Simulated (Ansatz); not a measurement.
## AlN: pressure series

Start from AlN in the wurtzite structure (space group P6_3mc, No. 186).

```
CELL_PARAMETERS angstrom
      3.10673     0.00000     0.00000
     -1.55337     2.69051     0.00000
      0.00000     0.00000     4.97852
ATOMIC_POSITIONS crystal
  Al 0.66667 0.33333 0.00341
  Al 0.33333 0.66667 0.50341
  N  0.66667 0.33333 0.62179
  N  0.33333 0.66667 0.12179
```

Cell and atoms are relaxed at each pressure.

All numbers come from DFT with r2SCAN, PAW potentials and a 500 eV plane-wave cutoff in Ansatz (a program for electronic structure), no SOC.

Candidates:
(a) pressure −2 GPa
(b) pressure 15 GPa
(c) pressure 22.5 GPa
(d) pressure 4.5 GPa

Base values:

| Property | Result |
|---|---|
| Band gap | 4.88 eV |

### Question
Order them by band gap, lowest first.

### Answer
(a) pressure −2 GPa (4.79 eV), (d) pressure 4.5 GPa (5.06 eV), (b) pressure 15 GPa (5.44 eV), (c) pressure 22.5 GPa (5.68 eV)

Load acts through the strain it causes; cell and atoms are relaxed under it. Stability against distortions was not tested. Measured, AlN leaves this structure (for rock salt) near 14 GPa (temperature not stated; as listed in Datta, Sujoy, Jana, Debnarayan, arXiv (2020)), on rising pressure, with hysteresis.
